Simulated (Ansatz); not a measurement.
## Hypothetical zinc blende AgF, pressure series

Base system: AgF in the zinc blende structure (space group F-43m, No. 216; a = 5.4662 Å; a hypothetical phase, not in the database extracts checked).

Cell and atoms are relaxed at each pressure.

Levels (all Ansatz, a first-principles code, PAW): PBE (420 eV, scalar-relativistic without spin-orbit coupling); PBEsol (420 eV, no spin-orbit coupling).

The base cell above is that of PBE; each level relaxes its own structures.

```csv
case,"lattice parameter a, PBE","lattice parameter a, PBEsol"
pressure −2 GPa,5.576 Å,[?]
pressure −1 GPa,5.516 Å,5.360 Å
pressure 1.8 GPa,5.391 Å,5.261 Å
pressure 4.2 GPa,5.310 Å,5.194 Å
pressure 9 GPa,5.187 Å,5.090 Å
pressure 18 GPa,5.030 Å,[?]
pressure 30 GPa,4.888 Å,4.825 Å
pressure 45 GPa,4.764 Å,[?]
pressure 60 GPa,4.670 Å,[?]
```

Question: Complete the table.

Answer: 
- pressure −2 GPa, lattice parameter a, PBEsol: 5.404 Å
- pressure 18 GPa, lattice parameter a, PBEsol: 4.952 Å
- pressure 45 GPa, lattice parameter a, PBEsol: 4.711 Å
- pressure 60 GPa, lattice parameter a, PBEsol: 4.624 Å

PBE lies above PBEsol in every row, by 0.046 Å to 0.172 Å. They put the cases in the same order.

The mesh was chosen for an insulator and is coarse for the gapless case. Load acts through the strain it causes; cell and atoms are relaxed under it. No phonon test of stability was made. No other phases were tried under pressure. No Hubbard U is applied, and correlation can decide whether such a compound is a metal. The final runs are not spin-polarised.
